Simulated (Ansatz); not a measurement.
Structures of equal composition on the (110) surface of bcc Nb: a layer of Re in place of the second plane; a layer of Re in place of the third plane. The slabs share one bottom face, and each structure is named by its start. These are constructed structures in small cells; real faces may alloy, dewet or reconstruct in larger ones, and not all known structures of the face are among them. Slabs of about 12 Å with all that they carry, Fermi-Dirac smearing of 0.1 eV. Bottom of the slabs: a bare face, its two planes held. Relaxed from the named starts with such symmetry as they have, on meshes of like density; energies extrapolated to zero smearing; no spin-orbit coupling, no U. Spin-polarised runs, if any, are marked in brackets, and their order is one that fits the cell; the others ran without spin.

All values below come from PBE (plane waves to 420 eV, PAW; Ansatz, a quantum-chemistry and plane-wave program).

**Question.** Order them by energy per 1x1 cell (lowest first) at the level PBE.

**Answer.** a layer of Re in place of the third plane (0.000 eV), a layer of Re in place of the second plane (0.199 eV)
